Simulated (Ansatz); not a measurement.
**What biaxial strain +2.00 %, plane normal [001], relaxed out of plane does to W**

The parent structure is W in the bcc (W type) structure (space group Im-3m, No. 229; a = 3.1542 Å; relaxed with 0.1 eV smearing). Axes: x, y, z lie along the cube axes.

Now apply this change: tensile biaxial strain of 2.00 % in the plane normal to [001], as in epitaxy on a mismatched substrate; the out-of-plane cell vector and the atoms relax.

Calculations: PBEsol, PAW, 420 eV (Ansatz, an electronic-structure program; spin-orbit coupling left out). k-mesh 29×29×29 (Γ-centred); smearing 0.1 eV (Fermi–Dirac).

```csv
quantity,base,changed,shift
space group,Im-3m (No. 229),I4/mmm (No. 139),–
shortest interatomic distance,2.732 Å,2.755 Å,+0.023 Å
energy relative to the base (free energy F),0 meV/atom,+22 meV/atom,+22 meV/atom
"pressure (mean of the normal stresses, compression positive)",0.0 GPa,-7.4 GPa,-7.4 GPa
band gap,zero,zero,–
out-of-plane strain,–,-1.48 %,–
ratio −ε⊥/ε∥,–,0.74,–
mean in-plane stress (compression positive),–,-11.1 GPa,–
```

Final structure (turned so that z lies along the plane normal):

```xyz
1
Lattice="3.2173 0.0000 0.0000 0.0000 3.2173 0.0000 1.6087 -1.6087 1.5538" Properties=species:S:1:pos:R:3 pbc="T T T"
W      0.0000     0.0000     0.0000
```

Whether these cells are dynamically stable was not tested. The final runs are not spin-polarised.
